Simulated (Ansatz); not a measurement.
```yaml
crystal:
  lattice:
    - [3.48946, 0.00000, 0.00000]
    - [0.00000, 3.48946, 0.00000]
    - [1.74473, -1.74473, 2.37862]
  atoms:
    - { symbol: Be, position: [0.00000, 0.00000, 0.00000] }
    - { symbol: S, position: [0.75000, 0.75000, 0.50000] }
```

No spin polarisation.

Computed with PBEsol, PAW, 420 eV (Ansatz, a program for electronic structure; without spin-orbit coupling). k-mesh 12×12×12 (Γ-centred); smearing 0.05 eV (Fermi–Dirac).

### Question
Predict the valence-band top at Γ (three highest levels, from the VBM).

### Answer
0.00, -0.18, -0.18 eV.

### Question
Predict the space group.

### Answer
I-4m2 (No. 119).

### Question
What hole mass does the calculation give?

### Answer
0.33 mₑ out of plane, 0.54 mₑ in plane (at Γ).

The levels and masses belong to the bands next to the band gap. The cells carry an imposed strain or load. Masses are band curvatures over ±0.01 Å⁻¹ around the edge. Stability against distortions was not tested. The cell was made from BeS in the zinc blende structure (space group F-43m, No. 216) by this change: biaxial strain +2.00 %, plane normal [001], relaxed out of plane.
